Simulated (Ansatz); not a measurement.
Take SiC in the zinc blende structure (space group F-43m, No. 216; a = 4.3563 Å) as the base. Axes: x, y, z lie along the cube axes.

One thing is altered: tensile biaxial strain of 0.61 % in the plane normal to [001], as in epitaxy on a mismatched substrate; the out-of-plane cell vector and the atoms relax.

Levels (all Ansatz, a quantum-chemistry and plane-wave program, PAW): r2SCAN (500 eV, no spin-orbit coupling); HSE06 (420 eV, no spin-orbit coupling).

The geometry is relaxed with r2SCAN.

```
Property          Result
---------------  -------
r2SCAN band gap  1.61 eV
```

With HSE06 at the same geometry, the band gap rises by 0.51 eV to 2.12 eV.

Single points use the geometry relaxed with r2SCAN. HSE06 was sampled on its mesh, a few special points and the semilocal edge points, so its gap is an upper bound. No phonon test of stability was made.
